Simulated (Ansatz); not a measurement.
The reference is TiO$_{2}$ in the anatase structure (space group I4_1/amd, No. 141; a = 3.7697 Å, c = 9.5521 Å). Axes: x, y, z lie along a, b, c of the conventional cell.

Modification: uniaxial strain ε_yy = −0.15 %, all other strain components held at zero, atoms relaxed at fixed cell.

Levels (all Ansatz, a quantum-chemistry and plane-wave program, PAW): PBEsol (420 eV, scalar-relativistic without spin-orbit coupling); r2SCAN (500 eV, scalar-relativistic without spin-orbit coupling).

The geometry is relaxed with PBEsol.

```
Property                       Value
--------------------------  --------
PBEsol smallest direct gap   2.45 eV
PBEsol pressure             0.34 GPa
PBEsol band gap              2.11 eV
```

With r2SCAN at the same geometry, the smallest direct gap goes up by 0.44 eV (2.45 eV → 2.89 eV); the pressure grows by 1.658 GPa (0.34 GPa → 1.99 GPa); the band gap grows by 0.43 eV, from 2.11 eV to 2.54 eV.

Single points use the geometry relaxed with PBEsol. Their cutoffs differ, which shifts pressures a little. Stability against distortions was not tested. The base started in C2/c and relaxed to I4_1/amd at this level. The final runs are not spin-polarised.
